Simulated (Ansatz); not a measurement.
Start from PtTe2 (space group P-3m1, No. 164; a = 4.009 Å, c = 4.960 Å; layered; relaxed with 0.1 eV smearing).

Calculations: Ansatz (an electronic-structure program) PBEsol-D3(BJ), no spin-orbit coupling.

Base values:

The pressure comes out as 0.0 GPa.

It is then changed as follows: every lattice vector is stretched by 2.50 %; the atoms relax in the strained cell.

What does the calculation give for the largest internal atomic displacement after the change?

The largest internal atomic displacement comes out as 0.057 Å.

How does this affect the energy relative to the base?

The energy increases by 33 meV/atom.

What does the calculation give for the pressure after the change?

The pressure (mean of the normal stresses, compression positive) goes from zero to -5.6 GPa.

Stability against distortions was not tested. All final runs are without spin polarisation.
